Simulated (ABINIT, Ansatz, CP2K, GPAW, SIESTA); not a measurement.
# KF (Fm-3m, 2 atoms in the cell) computed with different codes at matched settings

Band-structure calculation.

```xyz
2
Lattice="0.0000 2.6244 2.6244 2.6244 0.0000 2.6244 2.6244 2.6244 0.0000" Properties=species:S:1:pos:R:3 pbc="T T T"
K      0.0000     0.0000     0.0000
F      2.6244     2.6244     2.6244
```

Shared settings, as Ansatz (a first-principles code) writes them: kpoints.mp_grid.grid = 6 6 6; scf.occupations.method = fixed. Potentials and cutoffs stand in the table.

```
code                                                                                                                      model  gap along the path (eV)  smallest direct gap (eV)       cutoff
------  -----------------------------------------------------------------------------------------------------------------------  -----------------------  ------------------------  -----------
SIESTA  GGA PBE, numerical atomic orbitals DZP, PseudoDojo PBE standard norm-conserving potentials (rewritten from UPF to PSML)                     6.06                      6.06  grid 300 Ry
CP2K                                                    PBE, GPW, DZVP-MOLOPT-SR-GTH basis, GTH-PBE potentials (GTH_POTENTIALS)                     6.56                      6.56  grid 550 Ry
GPAW                                                                               PBE, GPAW PAW datasets PBE (gpaw-data 1.0.1)                     6.47                      6.47       900 eV
ABINIT                                                 PBE, norm-conserving pseudopotentials (PseudoDojo nc-sr-05 PBE standard)                     6.49                      6.49        42 Ha
Ansatz                                                                                                           PBE, PAW files                     6.47                      6.47      default
```

The spread over the programs that give each value: gap along the path within 0.50 eV; smallest direct gap within 0.50 eV.

SIESTA and CP2K use small atom-centred bases, whose incompleteness enters pressures, forces and empty levels differently from a plane-wave cutoff.

In the gap along the path, SIESTA stands apart from the plane-wave programs.

The starting cell comes from a database of computed structures (which also holds hypothetical and non-ambient phases and stackings), without a prior relaxation at this level. Its lattice was rescaled by a random factor within 2.5 % of one.

Left out of this page: Quantum ESPRESSO, Elk and FLEUR (not drawn, or without a comparable value).

Keys are those of Ansatz 0.2.
